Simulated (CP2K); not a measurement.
## Worked example: self-consistent single point of PbS (Fm-3m, 2 atoms in the cell) in CP2K

Computed with PBE, GPW, DZVP-MOLOPT-PBE-GTH basis, GTH-PBE potentials (POTENTIAL_UZH) run with CP2K.

The input file:

```
&GLOBAL
  PROJECT pbs
  RUN_TYPE ENERGY_FORCE
  PRINT_LEVEL LOW
&END GLOBAL
&FORCE_EVAL
  METHOD Quickstep
  STRESS_TENSOR ANALYTICAL
  &DFT
    BASIS_SET_FILE_NAME BASIS_MOLOPT_UZH
    POTENTIAL_FILE_NAME POTENTIAL_UZH
    &QS
      METHOD GPW
      EPS_DEFAULT 1E-10
    &END QS
    &MGRID
      CUTOFF 400
      REL_CUTOFF 60
      NGRIDS 5
    &END MGRID
    &SCF
      SCF_GUESS ATOMIC
      EPS_SCF 1E-6
      MAX_SCF 100
      ADDED_MOS 4
      &DIAGONALIZATION
        ALGORITHM STANDARD
      &END DIAGONALIZATION
      &MIXING
        METHOD BROYDEN_MIXING
        ALPHA 0.3
        NBUFFER 12
      &END MIXING
      &SMEAR ON
        METHOD FERMI_DIRAC
        ELECTRONIC_TEMPERATURE [K] 232.09
      &END SMEAR
    &END SCF
    &KPOINTS
      SCHEME MONKHORST-PACK 8 8 8
    &END KPOINTS
    &XC
      &XC_FUNCTIONAL PBE
      &END XC_FUNCTIONAL
    &END XC
    &PRINT
      &MO
        EIGENVALUES T
        OCCUPATION_NUMBERS T
        NDIGITS 8
        FILENAME mo
        &EACH
          QS_SCF 0
        &END EACH
        ADD_LAST NUMERIC
      &END MO
      &MULLIKEN OFF
      &END MULLIKEN
    &END PRINT
  &END DFT
  &SUBSYS
    &CELL
      ABC 4.12377000 4.12377036 4.12376995
      ALPHA_BETA_GAMMA 59.99999866 59.99999963 60.00000292
      PERIODIC XYZ
    &END CELL
    &COORD
      SCALED
      Pb       0.00000000     0.00000000     0.00000000
      S        0.50000000     0.50000000     0.50000000
    &END COORD
    &KIND Pb
      BASIS_SET DZVP-MOLOPT-PBE-GTH-q4
      POTENTIAL GTH-PBE-q4
    &END KIND
    &KIND S
      BASIS_SET DZVP-MOLOPT-PBE-GTH-q6
      POTENTIAL GTH-PBE-q6
    &END KIND
  &END SUBSYS
  &PRINT
    &FORCES ON
    &END FORCES
    &STRESS_TENSOR ON
    &END STRESS_TENSOR
  &END PRINT
&END FORCE_EVAL
```

Output, abridged:

```
 GLOBAL| Method name                                                        CP2K
 GLOBAL| Project name                                                        pbs
 GLOBAL| Run type                                                   ENERGY_FORCE

 TOTAL NUMBERS AND MAXIMUM NUMBERS

  Total number of            - Atomic kinds:                                   2
                             - Atoms:                                          2
                             - Shell sets:                                     2
                             - Shells:                                        10
                             - Primitive Cartesian functions:                  8
                             - Cartesian basis functions:                     28
                             - Spherical basis functions:                     26

  Maximum angular momentum of- Orbital basis functions:                        2
                             - Local part of the GTH pseudopotential:          0
                             - Non-local part of the GTH pseudopotential:      4

 SCF PARAMETERS         Density guess:                                    ATOMIC
                        max_scf:                                             100
                        max_diis:                                              4
                        eps_scf:                                        1.00E-06
                        eps_diis:                                       1.00E-01
                        eps_eigval:                                     1.00E-05
                        level_shift [a.u.]:                             0.000000
                        added MOs                                         4    0
                        Mixing method:                            BROYDEN_MIXING
                                                charge density mixing in g-space
                        Smear method:                                FERMI_DIRAC
                        Electronic temperature [K]:                        232.1
                        Electronic temperature [a.u.]:                  7.35E-04
                        Accuracy threshold:                             1.00E-10
                        No outer SCF

 Extrapolation method: initial_guess

 Number of electrons:                                                         10
 Number of occupied orbitals:                                                  5
 Number of molecular orbitals:                                                 9

 Number of orbital functions:                                                 26
 Number of independent orbital functions:                                     26

 SCF WAVEFUNCTION OPTIMIZATION

  Step     Update method      Time    Convergence         Total energy    Change
     1 NoMix/Diag. 0.30E+00      -     0.54100280       -13.8438722409 -1.38E+01
     2 Broy./Diag. 0.30E+00      -     0.10884269       -13.3649140044  4.79E-01
     3 Broy./Diag. 0.30E+00      -     0.07779235       -13.6866657565 -3.22E-01
     4 Broy./Diag. 0.30E+00      -     0.00897969       -13.7966976447 -1.10E-01
     5 Broy./Diag. 0.30E+00      -     0.00427877       -13.7741881214  2.25E-02
     6 Broy./Diag. 0.30E+00      -     0.00032856       -13.7844826708 -1.03E-02
     7 Broy./Diag. 0.30E+00      -     0.00019604       -13.7843310209  1.52E-04
     8 Broy./Diag. 0.30E+00      -     0.00000294       -13.7843715214 -4.05E-05
     9 Broy./Diag. 0.30E+00      -     0.00000364       -13.7844245572 -5.30E-05
    10 Broy./Diag. 0.30E+00      -     0.00000021       -13.7844219035  2.65E-06

  *** SCF run converged in    10 steps ***

  Electronic density on regular grids:        -10.0000000000        0.0000000000
  Core density on regular grids:                9.9999999972       -0.0000000028
  Total charge density on r-space grids:       -0.0000000028
  Total charge density g-space grids:          -0.0000000028

  Overlap energy of the core charge distribution:               0.00000000001076
  Self energy of the core charge distribution:                -31.30129766141820
  Core Hamiltonian energy:                                      6.91493082290375
  Hartree energy:                                              13.87477794617992
  Exchange-correlation energy:                                 -3.27283301115207
  Electronic entropic energy:                                  -0.00000000000590
  Fermi energy:                                                 0.18929021503011

  Total energy:                                               -13.78442190348174
  Total energy (extrapolated to T->0):                        -13.78442190347878

 ENERGY| Total FORCE_EVAL ( QS ) energy [hartree]            -13.784422715108217

 FORCES| Atomic forces [hartree/bohr]
 FORCES|   Atom     x               y               z               |f|
 FORCES|      1  2.56021341E-15  2.10771259E-16 -6.28699916E-16   2.64468917E-15
 FORCES|      2  4.16843086E-15  9.59392029E-15 -2.15978317E-15   1.06810012E-14
 FORCES| Sum     6.72864427E-15  9.80469155E-15 -2.78848309E-15
 FORCES| Total atomic force                                       1.22140193E-14

 STRESS| Analytical stress tensor [bar]
 STRESS|                        x                   y                   z
 STRESS|      x        6.92400206570E+04  -8.35448333068E+01  -5.90749137565E+01
 STRESS|      y       -8.35448333068E+01   6.93363721061E+04  -3.41610649150E+01
 STRESS|      z       -5.90749137565E+01  -3.41610649150E+01   6.93605491638E+04
 STRESS| 1/3 Trace                                             6.93123139756E+04
```

The run converged in 10 iterations.

The starting cell has typed, rounded lattice constants, without a prior relaxation at this level. Its lattice was rescaled by a random factor within 2.5 % of one. Values carry the incompleteness of an atom-centred basis. With a pressure of about 7 GPa the cell is away from its equilibrium volume at this level.
